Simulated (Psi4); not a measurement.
Psi4 1.11, unrestricted TPSS/def2-svp: Bi(I)3 anion ([I][Bi]([I])[I]), charge -1, multiplicity 2, 4 atoms. The geometry is a generated start, not checked to be a minimum at this level.

```
Item                                                  Value
--------------------------  -------------------------------
task                                                 energy
method                                                 tpss
basis                                              def2-svp
memory                                                 3 GB
maxiter                                                 100
keys of the molecule block                      symmetry c1
scf_type                                       df (default)
e_convergence                               1e-06 (default)
d_convergence                               1e-06 (default)
dft_radial_points                              75 (default)
dft_spherical_points                          302 (default)
effective core potentials   those of the basis set, past Kr
basis functions                                         104
grid points                                           80799
```

```xyz
4

Bi     0.0032     0.0020     1.0507
I      0.4032    -2.3704    -0.3519
I      1.8492     1.5315    -0.3635
I     -2.2556     0.8370    -0.3353
```

Charge -1 and multiplicity 2 are set for this test and not shown to be the ground state.

With the defaults (diis = true, scf_initial_accelerator = adiis, damping_percentage = 0, guess = auto, which took SAD, diis_max_vecs = 10) it converges in 10 SCF iterations. One run each on 2 threads, with these changes:
- scf_initial_accelerator = none
- diis_max_vecs = 3
- guess = sap
- diis_max_vecs = 20
- guess = modhuckel
- guess = core
- diis = false, scf_initial_accelerator = none, damping_percentage = 60
- guess = sapgau
- guess = huckel

### Question
Which runs fail or end elsewhere than the default run?

### Answer
No convergence: diis = false, scf_initial_accelerator = none, damping_percentage = 60 (the run ends without SCF convergence in 100 iterations). The rest reach the solution of the defaults.

| setting | SCF iterations | end |
|---|---|---|
| the defaults | 10 | same solution |
| diis_max_vecs = 20 | 10 | same solution |
| scf_initial_accelerator = none | 10 | same solution |
| guess = huckel | 12 | same solution |
| guess = modhuckel | 13 | same solution |
| diis_max_vecs = 3 | 14 | same solution |
| guess = sap | 15 | same solution |
| guess = sapgau | 16 | same solution |
| guess = core | 16 | same solution |
| diis = false, scf_initial_accelerator = none, damping_percentage = 60 | 100 | no convergence |
